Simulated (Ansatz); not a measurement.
N interstitial in wurtzite AlN (start: void with 3N nearest; 192-site cell, 2×2×1 shifted sampling). Calculation: PBE, PAW (plane waves to 420 eV; Ansatz, a quantum-chemistry and plane-wave program). Total energies of the localised charge states, counted from that of charge +1, and their image corrections (point charge with alignment); the host's valence-band maximum lies at 6.946 eV on the cells' energy zero and its gap is 4.03 eV.

```tsv
charge	moment (μB)	E − E(first) (eV)	correction (eV)
+1	2.0	0.000	0.216
0	1.0	8.709	0.002
−1	not spin-polarised	17.240	0.122
```

Problem. Derive the transition levels above the valence-band maximum and say which of them are thermodynamic.

Solution. A level is the Fermi energy at which two charges have equal formation energy: ε(q/q′) = [E(q′) + corr(q′) − E(q) − corr(q)] / (q − q′) − E_VBM.
ε(+1/0) = [(8.709 + 0.002) − (0.000 + 0.216)] / 1 − 6.946 = 1.55 eV
ε(0/−1) = [(17.240 + 0.122) − (8.709 + 0.002)] / 1 − 6.946 = 1.71 eV
Thermodynamic levels at least 0.1 eV inside the gap: (+1/0) at 1.55 eV; (0/−1) at 1.71 eV. They hold to tenths of an eV in this cell. Charges with a result: +2, +1, 0, −1, −2. Others weren't obtained, and one of them could lie lower, also by skipping a charge. At charge −2 the carrier sat in host band states, shallow at most. Charge +2 has its level within 0.1 eV of a band edge or past it. The geometries come from one start. Flagged in the runs: a host whose relaxation on this sampling wasn't shown to rest.
